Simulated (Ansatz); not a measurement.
Results of PBEsol-D3(BJ) in Ansatz (plane waves, PAW) for fluorite AuAl2.

Run with plane-wave cutoff 520 eV, 16×16×16 k mesh, Fermi–Dirac smearing 0.05 eV, scalar-relativistic PAW data made under PBE.

Cell (relaxed at this level):

```xyz
3
Lattice="0.0000 2.9727 2.9727 2.9727 0.0000 2.9727 2.9727 2.9727 0.0000" Properties=species:S:1:pos:R:3 pbc="T T T"
Al     1.4864     1.4864     1.4864
Al     4.4591     4.4591     4.4591
Au     0.0000     0.0000     0.0000
```

What does this level give for the bulk modulus B0 and pressure derivative B′ of the bulk modulus?


* **bulk modulus B0**: 124 GPa
* **pressure derivative B′ of the bulk modulus**: 4.7

The run finds no gap.

Spin–orbit coupling is not included; it can shift volumes and moduli of such heavy elements.

Computed values are for the static lattice.

Cost on a shared machine: very roughly 60 core-seconds.

Ansatz is a program for electronic structure.
